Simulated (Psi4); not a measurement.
Psi4 1.11, B3LYP/def2-svp: Zn(Et)(OH) (C[CH2][Zn][OH]), 10 atoms. The geometry is a generated start, not checked to be a minimum at this level.

* **task**: energy
* **method**: b3lyp
* **basis**: def2-svp
* **memory**: 3 GB
* **maxiter**: 100
* **keys of the molecule block**: symmetry c1
* **scf_type**: df (default)
* **diis_max_vecs**: 10 (default)
* **e_convergence**: 1e-06 (default)
* **d_convergence**: 1e-06 (default)
* **dft_radial_points**: 75 (default)
* **dft_spherical_points**: 302 (default)
* **basis functions**: 103
* **grid points**: 216356

```xyz
10

Zn     1.0461     0.6467     0.8967
C      0.3554    -0.6655    -0.4662
C     -0.9987    -0.2797    -1.0492
H      0.2617    -1.6218     0.0485
H      1.0632    -0.8088    -1.2785
H     -0.9467     0.6588    -1.5970
H     -1.7579    -0.1883    -0.2723
H     -1.3299    -1.0546    -1.7457
O      0.9046     1.3324     2.4868
H      1.4022     1.9808     2.9769
```

Charge 0 and multiplicity 1 are set for this test and not shown to be the ground state.

With the defaults (diis = true, scf_initial_accelerator = adiis, damping_percentage = 0, level_shift = 0, level_shift_cutoff = 0.01, soscf = false, soscf_start_convergence = 0.01, diis_start = 1, guess = auto, which took SAD) it converges in 11 SCF iterations. One run each on 2 threads, with these changes:
- guess = huckel
- diis = false, scf_initial_accelerator = none, damping_percentage = 60
- scf_initial_accelerator = none
- scf_initial_accelerator = ediis
- soscf = true, soscf_start_convergence = 0.001
- diis_start = 4
- level_shift = 0.1, level_shift_cutoff = 0.001
- soscf = true
- guess = sadno

**Question.** Which runs fail or end elsewhere than the default run?

**Answer.** No convergence: diis = false, scf_initial_accelerator = none, damping_percentage = 60 (the run ends without SCF convergence in 100 iterations). The rest reach the solution of the defaults.

```
setting                                                                SCF iterations  JK calls             end
---------------------------------------------------------------------  --------------  --------  --------------
soscf = true, soscf_start_convergence = 0.001                                       9        20   same solution
the defaults                                                                       11        12   same solution
guess = huckel                                                                     11        35   same solution
scf_initial_accelerator = ediis                                                    11        12   same solution
guess = sadno                                                                      11        11   same solution
soscf = true                                                                       11        37   same solution
level_shift = 0.1, level_shift_cutoff = 0.001                                      12        13   same solution
scf_initial_accelerator = none                                                     12        13   same solution
diis_start = 4                                                                     21        22   same solution
diis = false, scf_initial_accelerator = none, damping_percentage = 60             100       101  no convergence
```

An SOSCF iteration holds several JK calls; a Hückel guess adds calls on atoms. 1 further run of the study ended by our limits or in an error and is left out.
